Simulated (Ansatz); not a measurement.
Base system: ZnS in the wurtzite structure (space group P6_3mc, No. 186; a = 3.845 Å, c = 6.305 Å). Axes: x lies along a and z along c of the hexagonal cell.

The values are results of PBE/PAW in Ansatz (an electronic-structure program), spin-orbit coupling left out, not measurements.

Strains are applied to the cell and any free atomic positions relax.

One change was made to it. Results:

| quantity | base | after |
|---|---|---|
| gap character | direct at Γ | direct at Γ |
| width of the top valence band | 2.03 eV | 2.09 eV |
| energy relative to the base (free energy F) | 0 meV/atom | +5.1 meV/atom |
| valence-band top at Γ (three highest levels, from the VBM) | 0.00, 0.00, -0.07 eV | 0.00, -0.03, -0.03 eV |

### Question
What was done to the base?
A. uniaxial strain ε_zz = −0.60 %
B. uniaxial strain ε_zz = −2.40 %
C. uniaxial strain ε_zz = −1.80 %
D. uniaxial strain ε_zz = −3.00 %
E. uniaxial strain ε_zz = −1.20 %

### Answer
B, uniaxial strain ε_zz = −2.40 %. For comparison, the energy relative to the base in the other runs: uniaxial strain ε_zz = −0.60 % gives +0.3 meV/atom; uniaxial strain ε_zz = −3.00 % gives +8.0 meV/atom; uniaxial strain ε_zz = −1.80 % gives +2.8 meV/atom; uniaxial strain ε_zz = −1.20 % gives +1.3 meV/atom.

Semilocal Kohn–Sham gaps tend to fall short of experiment. Whether these cells are dynamically stable was not tested.
